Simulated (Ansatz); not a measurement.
We consider Sb2O3 (Fd-3m, No. 227), described by LDA in Ansatz (PAW).

Settings: plane-wave cutoff 520 eV, 6×6×6 k mesh, scalar-relativistic PAW data made under PBE.

Computed at the level's own relaxed cell.

Elastic tensor (GPa, Voigt notation, ions relaxed):

```
   59.7    21.6    21.6     0.0     0.0     0.0
   21.6    59.7    21.6     0.0     0.0     0.0
   21.6    21.6    59.7     0.0     0.0     0.0
    0.0     0.0     0.0    22.9     0.0     0.0
    0.0     0.0     0.0     0.0    22.9     0.0
    0.0     0.0     0.0     0.0     0.0    22.9
```

Worked from these constants: the tetragonal shear constant is C′ = (C11 − C12)/2 = 19.1 GPa against C44 = 22.9 GPa, so the tetragonal shear is the softer. The Zener ratio C44/C′ is 1.20 (1 for an isotropic solid), and the Cauchy pressure C12 − C44 is -1.3 GPa. With C11 + 2C12 = 102.9 GPa all three Born conditions hold; they don't test modes at the zone boundary.

Note: the relaxation could not lower the start's symmetry, so the cell can be a saddle point above a distorted one; the volume lies 7 % below that of the published cell.

Computed values are for the static lattice.

Ansatz is a first-principles code.
